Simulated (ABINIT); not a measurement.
A short convergence ladder for Br (Cmce, 4 atoms in the cell)

```
Br
1.0
    2.23328    -3.32499     0.00000
    2.23328     3.32499     0.00000
    0.00000     0.00000     8.69384
Br
4
Cartesian
  3.84571   0.00000   7.72882
  2.85413   0.00000   3.38190
  1.61243   0.00000   5.31194
  0.62085   0.00000   0.96502
```

Base method: PBE, norm-conserving pseudopotentials (PseudoDojo nc-sr-05 PBE standard) (plane waves; ABINIT).

Base settings: pseudos = [Br.upf]; ecut = 46 Ry; occopt = 3; tsmear = 0.00073499 Ha; ngkpt = 3 3 2; nshiftk = 1; shiftk = 0 0 0; potentials = PseudoDojo nc-sr-05 PBE standard; nband = 19; kptopt = 1.

Core times come from one kind of shared machine, to one figure; runs under 30 s give none.

**Zone-centre phonons against the cutoff**

In this ladder: occopt = 1; tsmear = default; nband = 14; tolvrs = default; prtwf = default; prtden = default; istwfk = *1; tolvrs1 = 1e-16; ndtset = 3.

The mesh stays at the base's, so the ladder's end is converged at best in this setting alone.

Frequencies are those of the unrelaxed cell, without the LO-TO term of polar crystals.

Only quantities that move along the ladder and can be compared are tabulated.

```tsv
ecut	highest zone-centre frequency (cm⁻¹)	core time / last (rough)
24 Ry	304.4	0.3
32 Ry	308.9	0.3
46 Ry	307.7	0.7
56 Ry	307.7	1
```

Coarsest ecut that holds the highest zone-centre frequency within 1 cm⁻¹ of the last step, with all finer ones: 46 Ry; the step before is off by 1.2 cm⁻¹.

On the base run: the starting cell has typed, rounded lattice constants, without a prior relaxation at this level. Its lattice was rescaled by up to half a per cent.
